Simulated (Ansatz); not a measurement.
The parent structure is SnO in the litharge type structure (space group P4/nmm, No. 129; layered, stacked along the Cartesian z axis).

```
CELL_PARAMETERS angstrom
      3.79274     0.00000     0.00000
      0.00000     3.79274     0.00000
      0.00000     0.00000     4.76440
ATOMIC_POSITIONS crystal
  Sn 0.50000 0.00000 0.24062
  Sn 0.00000 0.50000 0.75938
  O  0.00000 0.00000 0.00000
  O  0.50000 0.50000 0.00000
```

Cartesian axes are those of the cell as printed.

All numbers come from Ansatz (a program for electronic structure) r2SCAN+rVV10, without spin-orbit coupling, earlier PAW set.

Before the change:

```
Item                                Value
-----------------------------  ----------
Shortest interatomic distance  4.188 bohr
Band gap                             zero
```

Perturbation: uniaxial stress, 2 GPa compression along x, with the cell and atoms free to relax against it.

Task: What happens to the shortest interatomic distance, band gap and energy relative to the base?

Result: The shortest interatomic distance falls by 0.081 bohr (4.188 bohr → 4.107 bohr); the band gap is still zero; the energy goes up by 7.3 meV/atom.

Load acts through the strain it causes; cell and atoms are relaxed under it. Stability under load was not tested beyond the relaxation. The final runs are not spin-polarised. Gaps under 0.05 eV, about the width of the smearing, are given as zero. The zero or small gap of SnO can change with the level of theory.
